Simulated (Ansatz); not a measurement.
The starting structures come from a database of crystals and need not be the phases stable at ambient conditions.

The decay constant κ of evanescent states in the gap governs leakage through a thin film.

Data:

```yaml
crystal:
  lattice:
    - [6.56268, 0.02585, -0.00527]
    - [-2.74309, 6.64614, 0.06352]
    - [-3.27509, 1.31484, 5.50649]
  atoms:
    - { symbol: Nb, position: [0.87512, 0.00109, 0.74745] }
    - { symbol: Nb, position: [0.12488, 0.99891, 0.25255] }
    - { symbol: S, position: [0.24256, 0.86487, 0.03897] }
    - { symbol: S, position: [0.75744, 0.13513, 0.96103] }
    - { symbol: S, position: [0.94004, 0.68468, 0.08779] }
    - { symbol: S, position: [0.05996, 0.31532, 0.91221] }
    - { symbol: Br, position: [0.58236, 0.23767, 0.33631] }
    - { symbol: Br, position: [0.41764, 0.76233, 0.66369] }
    - { symbol: Br, position: [0.81938, 0.76248, 0.47233] }
    - { symbol: Br, position: [0.18062, 0.23752, 0.52767] }
```

The cell was relaxed by PBE-D3(BJ); by r2SCAN it stands under a pressure of 1.2 GPa.

Transport runs along the normal of the first two printed cell vectors.

The gap is the functional's own. No spin-orbit coupling. Mid-gap values are those at the computed energy nearest the middle.

Problem. Give the band gap and the smallest decay constant κ at mid-gap that r2SCAN run with Ansatz (a quantum-chemistry and plane-wave program) yields.

Solution. Gap 1.64 eV on a 6×6×6 mesh; κ = 0.317 1/Å, at (0.333, 0.000) of the in-plane reciprocal vectors. At the zone centre the slowest state has κ = 0.38 1/Å.
